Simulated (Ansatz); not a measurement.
Response to strain in InSb

Consider InSb in the zinc blende structure (space group F-43m, No. 216; a = 6.556 Å). Axes: x, y, z lie along the cube axes.

Strains are applied to the cell and any free atomic positions relax.

Method: Ansatz (a quantum-chemistry and plane-wave program), r2SCAN, PAW, cutoff 500 eV, no spin-orbit coupling.

Notes on the quantities. pressure: mean of the normal stresses, compression positive; energy relative to the base: free energy F.

| variant | pressure | volume per atom | energy relative to the base |
|---|---|---|---|
| base | 0.0 GPa | 35.23 Å³ | 0 meV/atom |
| uniaxial strain ε_zz = +0.50 % | [?] | 35.40 Å³ | +0.2 meV/atom |
| uniaxial strain ε_zz = +1.00 % | -0.4 GPa | 35.58 Å³ | [?] |
| uniaxial strain ε_zz = +1.50 % | -0.6 GPa | 35.75 Å³ | +1.5 meV/atom |
| uniaxial strain ε_zz = +2.00 % | -0.8 GPa | 35.93 Å³ | [?] |
| uniaxial strain ε_zz = +2.50 % | [?] | 36.11 Å³ | +4.3 meV/atom |
| uniaxial strain ε_zz = +3.00 % | -1.2 GPa | 36.28 Å³ | +6.1 meV/atom |

Task: Some entries are withheld; estimate them.

Result: 
- uniaxial strain ε_zz = +0.50 %, pressure: -0.2 GPa
- uniaxial strain ε_zz = +1.00 %, energy relative to the base: +0.7 meV/atom
- uniaxial strain ε_zz = +2.00 %, energy relative to the base: +2.7 meV/atom
- uniaxial strain ε_zz = +2.50 %, pressure: -1.0 GPa

No phonon test of stability was made. The final runs are not spin-polarised.
